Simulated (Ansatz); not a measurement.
Consider NaLaO$_{2}$ (space group R-3m, No. 166; a model cell, its experimental status unchecked).

```yaml
crystal:
  lattice:
    - [1.82295, 1.05248, 5.52691]
    - [-1.82295, 1.05248, 5.52691]
    - [0.00000, -2.10496, 5.52691]
  atoms:
    - { symbol: La, position: [0.00000, 0.00000, 0.00000] }
    - { symbol: Na, position: [0.50000, 0.50000, 0.50000] }
    - { symbol: O, position: [0.26100, 0.26100, 0.26100] }
    - { symbol: O, position: [0.73900, 0.73900, 0.73900] }
```

The values are results of Kohn–Sham DFT with the PBEsol functional, run in Ansatz (a first-principles code) with PAW and 420 eV plane waves, spin-orbit coupling left out, not measurements.

Base values:

The band gap is 3.92 eV, the pressure is 0.00 GPa and the gap character is indirect, L → Γ.

One thing is altered: every lattice vector is shortened by 0.38 %, atoms relaxed at fixed cell.

Problem. Estimate the effect on the band gap, pressure, energy relative to the base and gap character.

Solution. The band gap goes up by 0.06 eV to 3.98 eV; the pressure (mean of the normal stresses, compression positive) goes from zero to 0.90 GPa; the energy increases by 0.5 meV/atom; the gap character is still indirect, L → Γ.

The cells carry an imposed strain or load. Whether these cells are dynamically stable was not tested.
